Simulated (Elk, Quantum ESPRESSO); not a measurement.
**Equation of state of rock-salt HfC (space group 225): energy against volume (Elk, PBE)**

```xyz
2
Lattice="0.0000 2.2787 2.2787 2.2787 0.0000 2.2787 2.2787 2.2787 0.0000" Properties=species:S:1:pos:R:3 pbc="T T T"
Hf     0.0000     0.0000     0.0000
C      2.2787     2.2787     2.2787
```

Computed with PBE, all-electron FP-LAPW, Elk's shipped species files, APW+lo basis with extra local orbitals (Elk). Settings: xctype = 20; rgkmax = 8.55; stype = 3; swidth = 0.00183747 Ha; ngridk = 22 22 22; tforce = true; gmaxvr = 18 1/bohr; lmaxapw = 10; lmaxo = 8; nxlo = 2; lorbcnd = true; lradstp = 2; nrmtscf = 2; rmtscf = 0.88; lmaxi = 4; sphere radii = {Hf: 2.464, C: 1.584} bohr. The cell above is the first row's. The rows scale it uniformly. In all rows fractional positions and the k mesh are held. E is the free energy at the stated smearing, counted from the lowest row.

```csv
V (Å^3/atom),E (meV/atom)
11.833,40.12
12.090,17.65
12.347,4.59
12.605,0.00
12.862,3.07
13.119,12.90
13.376,29.05
13.633,50.65
13.891,?
```

Taking the third-order Birch-Murnaghan form, a cubic in V^(-2/3) for E over the 8 complete rows: With u = V^(-2/3) - 0.184, the rows have u = 0.008577, 0.005838, 0.003194, 0.000631, -0.001837, -0.004224, -0.006534, -0.008771. Least squares gives E = 0.079 - 510.04·u + 601541·u² + 256029·u³. Residuals (row less fit): 0.002, -0.004, -0.005, 0.003, 0.026, -0.047, 0.028, -0.007; standard error 0.031 (degrees of freedom: 4). Its minimum lies at u = 0.000424, so V0 = (0.184424)^(-3/2) = 12.63. There d²E/du² = 1204000 and d³E/du³ = 1536000, so B0 = (4/9) × 12.63^(-7/3) × 1204000 × 0.160218 = 231 GPa (the last factor turns the table's units into GPa), and B0' = 4 + (2/3) × 0.184424 × (1536000)/1204000 = 4.2.

Problem. Predict the withheld E at V = 13.891 from the fit, and compare with the calculation.

Solution. u = -0.010948, so E = 0.079 - 510.04 × (-0.010948) + 601541 × (-0.010948)² + 256029 × (-0.010948)³ = 77.427 meV/atom. The calculation gives 77.46 meV/atom, 0.033 meV/atom above the prediction (under 0.05 % of the range of E in the table). The row lies outside the fitted rows, so this is an extrapolation. From the scatter of the fitted rows alone, a prediction at this place has a standard error of 0.074 meV/atom, so the miss is 0.4 times that.

Carrying the step between the two nearest rows on in a straight line would have given 72.33, off by 5.13; series whose last step already gives the withheld value aren't shown. The scan was laid around a cell of about the measured size, scaled by a guess for this functional. The runs keep the symmetry of the cell, so they don't test it for distortions. A plane-wave scan with the same functional (Quantum ESPRESSO, GBRV) gives V0 = 12.60 Å^3/atom and B0 = 238 GPa; a Birch-Murnaghan fit to all rows here lies 0.2 % from it in V0 and -3 % in B0; the two differ in basis, and may differ in potentials and mesh. Values depend on the basis (sphere radii, cutoffs, local orbitals), which need not be converged. Spin-orbit coupling is off. Sphere radii are the same in all rows. Cutoffs and mesh are single choices, not tested for convergence of this quantity. Series with a scatter that would blur these digits, or in which a gap closes, are not shown. Nor are scans whose minimum lies at an end fitted in this form.
